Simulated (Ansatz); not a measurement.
Consider La$_{2}$O$_{3}$ (space group P-3m1, No. 164; a = 3.940 Å, c = 6.188 Å). Axes: x lies along a and z along c of the hexagonal cell.

Computed with Ansatz (an electronic-structure program), PBE, PAW, cutoff 420 eV, scalar-relativistic without spin-orbit coupling, earlier PAW set.

Perturbation: every lattice vector is shortened by 1.23 %, atoms relaxed at fixed cell.

Predict the stress tensor and what it implies for the stiffness.

Stress of the strained cell less that of the base (GPa, compression positive):
```
   5.27    0.00    0.00
   0.00    5.27    0.00
   0.00    0.00    3.80
```

Then B = −ΔP/(ΔV/V₀) with ΔV/V₀ = -0.0364 gives secant stiffness values (nonlinear terms included at this strain): B (at held cell shape, above the free-shape value) ≈ 131 GPa.

As a check, the harmonic strain energy −½ V₀ Δσ:ε is 9.2 meV/atom; the computed energy rise is 8.8 meV/atom.

Stability against distortions was not tested.
